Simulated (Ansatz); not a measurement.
An ideal cubic perovskite cell is held by its symmetry; such compounds can tilt or shift off centre at room temperature. The starting structures come from a database of crystals and need not be the phases stable at ambient conditions.

Given:

```xyz
5
Lattice="4.1139 0.0012 0.0000 -0.0013 4.1139 0.0000 0.0000 0.0000 4.1139" Properties=species:S:1:pos:R:3 pbc="T T T"
Mg     2.0645     2.0658     0.0000
Tl     0.0083     0.0083     2.0570
F      2.0645     2.0658     2.0570
F      0.0076     2.0651     0.0000
F      2.0651     0.0088     0.0000
```

Space group of this cell: Pm-3m, cubic perovskite. The cell was relaxed by PBE-D3(BJ); by r2SCAN its mean pressure is -1.9 GPa.

Transport runs along the normal of the first two printed cell vectors, the (100) plane of the conventional cell.

No gap correction and no spin-orbit coupling; mid-gap values are interpolated between computed energies.

Problem. Predict the band gap and the smallest decay constant κ at mid-gap from r2SCAN in Ansatz (a program for electronic structure).

Solution. Gap 4.69 eV on a 8×8×8 mesh; κ = 0.301 1/Å, at the zone centre.
